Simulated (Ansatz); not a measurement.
## Carrier doping in SiC

Take SiC (space group P6_3mc, No. 186; a = 3.078 Å, c = 10.076 Å) as the base.

Carriers are added at fixed cell with a uniform background; the Fermi–Dirac width is that of 300 K.

All numbers come from DFT with PBEsol, PAW potentials and a 420 eV plane-wave cutoff in Ansatz (a quantum-chemistry and plane-wave program), no spin-orbit coupling.

Notes on the quantities. Fermi level from band edge: Fermi level relative to the doped band's edge (positive inside the band; to 0.05 eV).

| electron density (10^21 cm⁻³) | Fermi level from band edge (eV) |
|---|---|
| 2 | 0.45 |
| 3 | ? |
| 5 | 0.70 |
| 7 | 0.80 |

Task: Fit E_F = C n^s, fitted as a line in log–log form (a parabolic band gives s = 2/3) to the rows shown and predict the withheld row.

Result: Least squares on the printed values gives C = 0.33 eV, s = 0.46 (largest residual 0.01 eV); this predicts 0.55 eV, and the run gives 0.55 eV, in agreement.

Charged cell with a jellium background: band edges are those of the host's band count, energies are not comparable with the neutral cell, and many-body gap narrowing is missing. Whether these cells are dynamically stable was not tested.
